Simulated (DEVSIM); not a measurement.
System: Cr/SiO2/n-Si capacitor, at 300 K.

```
layer (left to right)  material  thickness (nm)  Nd (cm⁻³)
---------------------  --------  --------------  ---------
1                          SiO2            24.0          -
2                            Si            1000     3.3e17
```

Metal gate on the left, work function 4.5 eV. Fixed charge at the semiconductor interface 1.8e11 cm⁻² (in units of +e); no interface traps.

The device is made up for the run: typed textbook-type constants, with dimensions and the other settings drawn at random. Values at 300 K; Nc and Nv go as T^1.5, mobilities as T to minus their exponent, the gap by Varshni's rule with the affinity fixed.

| parameter | SiO2 | Si |
|---|---|---|
| gap (eV) | 9 | 1.124 |
| affinity (eV) | 0.9 | 4.05 |
| permittivity | 3.9 | 11.7 |
| Nc (cm⁻³) | - | 2.86e19 |
| Nv (cm⁻³) | - | 3.1e19 |
| Varshni α (eV/K) | - | 0.000473 |
| Varshni β (K) | - | 636 |

DEVSIM, 1D Poisson equation in equilibrium, Boltzmann statistics, complete ionisation; no quantum confinement or tunnelling. Metal contacts follow the ideal Schottky-Mott rule: no Fermi-level pinning, no interface dipoles.

Base results: capacitance of the dielectric stack (μF/cm²) 0.144; minimum of the low-frequency capacitance (μF/cm²) 0.0827; flat-band voltage (V) 0.13.

**Question.** What follows from this one change: substrate doping 3.3e+17 → 6.6e+16 cm^-3?

**Answer.** capacitance of the dielectric stack little changed (0.144 μF/cm²); minimum of the low-frequency capacitance 0.0827 → 0.0564 μF/cm²; flat-band voltage 0.13 → 0.09 V.

**Question.** What follows from this one change: temperature 300 → 450 K?

**Answer.** capacitance of the dielectric stack little changed (0.144 μF/cm²); minimum of the low-frequency capacitance 0.0827 → 0.0897 μF/cm²; flat-band voltage 0.13 → 0.05 V.

**Question.** What follows from this one change: interface trap density 0 → 1e+12 cm^-2 eV^-1?

**Answer.** capacitance of the dielectric stack little changed (0.144 μF/cm²); minimum of the low-frequency capacitance 0.0827 → 0.102 μF/cm²; flat-band voltage 0.13 → 0.63 V.

**Question.** What follows from this one change: fixed charge 1.8e+11 → 1.14e+12 cm^-2?

**Answer.** capacitance of the dielectric stack little changed (0.144 μF/cm²); minimum of the low-frequency capacitance little changed (0.0831 μF/cm²); flat-band voltage 0.13 → -0.93 V.
